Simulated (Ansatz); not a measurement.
Consider the following.

```
CdTe
1.0
    0.00000     3.30808     3.30808
    3.30808     0.00000     3.30808
    3.30808     3.30808     0.00000
Cd Te
1 1
Direct
  0.00000   0.00000   0.00000
  0.25000   0.25000   0.25000
```

No spin polarisation.

Level of theory: r2SCAN (Ansatz, an electronic-structure program), no SOC. Settings: 9×9×9 k-points, 0.05 eV Fermi–Dirac smearing.

Task: Predict the gap character and band gap.

Result: The gap character is direct at Γ. The band gap is 1.08 eV.

With Te present, leaving out spin-orbit coupling can change the band edges. Load acts through the strain it causes; cell and atoms are relaxed under it. No phonon test of stability was made. The cell was made from CdTe in the zinc blende structure (space group F-43m, No. 216) by this change: pressure −1 GPa.
